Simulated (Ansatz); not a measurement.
Tunnelling through a barrier is set by its complex band structure: the current falls as exp(−2κd) with the smallest κ.

Here is the system:

```yaml
crystal:
  lattice:
    - [5.34932, 0.00000, 0.00000]
    - [2.67466, 4.80751, 0.00000]
    - [2.67466, 0.00000, 2.67466]
  atoms:
    - { symbol: Ti, position: [0.00000, 0.00000, 0.00000] }
    - { symbol: Ti, position: [0.75000, 0.50000, 0.50000] }
    - { symbol: O, position: [0.95715, 0.08570, 0.50000] }
    - { symbol: O, position: [0.20715, 0.58570, 0.00000] }
    - { symbol: O, position: [0.79285, 0.41430, 0.00000] }
    - { symbol: O, position: [0.54285, 0.91430, 0.50000] }
```

The cell is taken as given; by r2SCAN it stands under a pressure of -1.2 GPa.

Transport runs along the normal of the first two printed cell vectors, the (110) plane of the conventional cell.

The gap is the functional's own, uncorrected, and κ follows it; spin-orbit coupling is left out. Mid-gap means the computed energy nearest the middle.

Question: Give the band gap and the smallest decay constant κ at mid-gap that r2SCAN (Ansatz, a first-principles code) yields.

Answer: Gap 2.52 eV on a 12×12×12 mesh; κ = 0.278 1/Å, at the zone centre.
